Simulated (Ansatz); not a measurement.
Output of an Ansatz run (abridged):

```
WARN ansatz: RAYON_NUM_THREADS=1 ignored (pool sized by the plan → 1); use --threads N
Pseudopotentials: kind: paw
Pseudopotential: Hf, paw, valence charge 26
Pseudopotential: O, paw, valence charge 6
Crystal: 3 atoms, lattice volume = 32.480 Å³
Basis set: ecut = 420 eV, 609 PW (Γ), exchange–correlation on 48×48×48 points (8 copies of the dense FFT grid, shifted against one another)
Bands: 23, of which v1, the nominal top of the filled ones, is band 19 counted from 1 (18 counted from 0)
Symmetry: 48 space group operations
Space group: Fm-3m (ITA 225), of the structure as read, at distance tolerance 3.2e-5 Å
k-points: 29 of 512
Initial density: superposition of atomic densities (neutral atoms: chi_scale 0, normalization atom), corrected by the library's trained network
Initial wavefunctions: pseudopotential atomic-orbital guess
Eigensolver: davidson
Functional: x = pbe(κ = 0.804, μ = 0.2195149727645171), c = pbe(β = 0.06672455060314922)
SCF iter   1: F=—  HF=-16861.399518 eV  |F-HF|=—  |Δ(HF+E_count)|=         —  Δρ=2.46e-3  dr2=1.38e-3  ethr=1.77e-3  ⟨swp⟩=5.0  Hψ=2491  notcnv=0
all-band conjugate gradients solve this SCF's bands
preconditioner: auto → none
SCF iter   2: F=—  HF=-16861.400486 eV  |F-HF|=—  |Δ(HF+E_count)|=   9.68e-4  Δρ=1.82e-3  dr2=7.34e-4  ethr=3.64e-6  ⟨swp⟩=2.1  Hψ=1505  notcnv=0
SCF iter   3: F=—  HF=-16861.400425 eV  |F-HF|=—  |Δ(HF+E_count)|=   6.04e-5  Δρ=7.16e-4  dr2=6.57e-5  ethr=1.93e-6  ⟨swp⟩=2.0  Hψ=1046  notcnv=0
SCF iter   4: F=—  HF=-16861.400529 eV  |F-HF|=—  |Δ(HF+E_count)|=   1.03e-4  Δρ=9.24e-5  dr2=1.97e-6  ethr=1.73e-7  ⟨swp⟩=2.0  Hψ=1226  notcnv=0
SCF iter   5: F=—  HF=-16861.400528 eV  |F-HF|=—  |Δ(HF+E_count)|=   6.91e-7  Δρ=5.51e-5  dr2=6.37e-7  ethr=5.18e-9  ⟨swp⟩=2.2  Hψ=1190  notcnv=0
SCF iter   6: F=—  HF=-16861.400528 eV  |F-HF|=—  |Δ(HF+E_count)|=   1.00e-7  Δρ=2.82e-5  dr2=1.28e-7  ethr=1.68e-9  ⟨swp⟩=2.3  Hψ=907  notcnv=0
SCF iter   7: F=-16861.400528 eV  HF=-16861.400528 eV  |F-HF|=1.60e-8  |Δ(HF+E_count)|=   2.05e-8  Δρ=1.01e-5  dr2=2.58e-8  ethr=2.63e-10  ⟨swp⟩=4.9  Hψ=2768  notcnv=0
SCF 1 converged in 7 iterations: F = -16861.400528 eV  dr2 = 2.58e-8
SCF converged after 7 iterations
Free energy (F): -16861.400528 eV
Harris-Foulkes:  -16861.400528 eV  (|F-HF|=1.60e-8)
Internal energy: -16861.400528 eV  (E = F + TS)
E sigma→0 (E₀):  -16861.400528 eV
Fermi energy:    18.019548 eV
--- Per-component energies (eV) ---
  E_band       = 56.261468
  E_kinetic    = 772.593446
  E_local      = -5726.746869  (includes V_loc(G=0)·N_el)
  E_nonlocal   = -1147.186316
  E_hartree    = 2628.917309
  E_xc         = -448.074089
  E_vxc        = -455.260437  (∫ρ·V_xc dr)
  E_paw        = -7242.834853  (= ΣΔE_a)
  E_vpaw       = 1355.033230  (= ΣTr[D̂ρ^β])
  E_aug_tail   = 0.005012  (compensation charges beyond the density's cutoff)
  E_ewald      = -5698.074167
  E_smearing   = -0.000000  (= −TS)
  E_closure    = -0.000000  (closes the sum)
  Σ components = -16861.400528   (vs F -16861.400528, Δ=0.00e0)
--- Forces (eV/Å), atoms counted from 1 ---
  atom   1  Hf    -0.00000000     0.00000000    -0.00000000
   [... zero for the other atoms too ...]
  max |Σ_I F_I| component: 3.47e-18 eV/Å
--- Stress (GPa, compression-positive) ---
        4.966171       0.000000      -0.000000
        0.000000       4.966171       0.000000
       -0.000000       0.000000       4.966171
  P = ⅓ Tr σ = 4.9662 GPa (49.662 kbar)
  The stress holds the Pulay correction. Without it, at fixed plane waves, as pw.x and ABINIT print it: P = 4.0698 GPa
--- Band table (eV; the first three rows and the last of 29) ---
  k-point 0: bands = ["-44.8965", "-13.4362", "-13.4362", "-13.4362", "-2.6735", "0.1948", "5.2156", "5.2156", "5.2156", "5.2831", "5.2831", "5.2831", "5.4922", "10.7080", "10.7080", "10.7080", "15.5040", "15.5040", "15.5040", "20.0116", "20.0116", [...]
  k-point 1: bands = ["-44.8944", "-13.5067", "-13.4439", "-13.4439", "-2.4653", "0.0514", "5.2189", "5.2189", "5.2196", "5.2773", "5.2773", "5.2833", "5.4450", "10.8629", "10.8629", "11.1430", "15.0422", "15.2154", "15.2154", "20.3011", "20.3011", [...]
  k-point 2: bands = ["-44.8893", "-13.6699", "-13.4622", "-13.4622", "-1.9743", "-0.2410", "5.2254", "5.2254", "5.2321", "5.2659", "5.2659", "5.2837", "5.3621", "11.2412", "11.2412", "12.1396", "14.1248", "14.6916", "14.6916", "20.7343", "20.7343", [...]
  k-point 28: bands = ["-44.8773", "-13.7421", "-13.7421", "-13.5662", "-0.7257", "-0.7257", "5.2417", "5.2436", "5.2463", "5.2505", "5.2505", "5.2738", "5.2738", "10.7999", "11.0029", "13.5236", "13.5236", "14.6743", "15.9121", "20.9483", [...]
```

The structure:

```xyz
3
Lattice="0.0000 2.5324 2.5324 2.5324 0.0000 2.5324 2.5324 2.5324 0.0000" Properties=species:S:1:pos:R:3 pbc="T T T"
Hf     0.0000     0.0000     0.0000
O      1.2662     1.2662     1.2662
O      3.7986     3.7986     3.7986
```

Task: What input produced this log?

Result: Other spellings and defaults could give the same log, and not every line can be read from it. The input that was run (DFT, PBE, plane waves, default PAW files):

Ansatz 0.2 input:
```yaml
# HfO2
crystal:
  lattice:
    - [0.00000000, 2.53238000, 2.53238000]
    - [2.53238000, 0.00000000, 2.53238000]
    - [2.53238000, 2.53238000, 0.00000000]
  atoms:
    - { symbol: Hf, position: [0.00000000, 0.00000000, 0.00000000] }
    - { symbol: O, position: [0.25000000, 0.25000000, 0.25000000] }
    - { symbol: O, position: [0.75000000, 0.75000000, 0.75000000] }
basis:
  ecutwfc: 420.0
kpoints:
  mp_grid: { grid: [8, 8, 8] }
hamiltonian:
  xc: pbe
  pseudopotentials: { kind: paw }
scf:
  occupations: { method: fermi_dirac, width: 0.02 }
output:
  forces: true
  eigenvalues: true
  stress: true
```

The starting cell has typed, rounded lattice constants, without a prior relaxation at this level. Its lattice was rescaled by up to half a per cent. Spin-orbit coupling is off. With a pressure of about 5 GPa the cell is away from its equilibrium volume at this level. Ansatz's pressure includes its estimate of the finite-basis (Pulay) stress. Without the estimate this run gives 4.07 GPa.

Ansatz is an electronic-structure program.
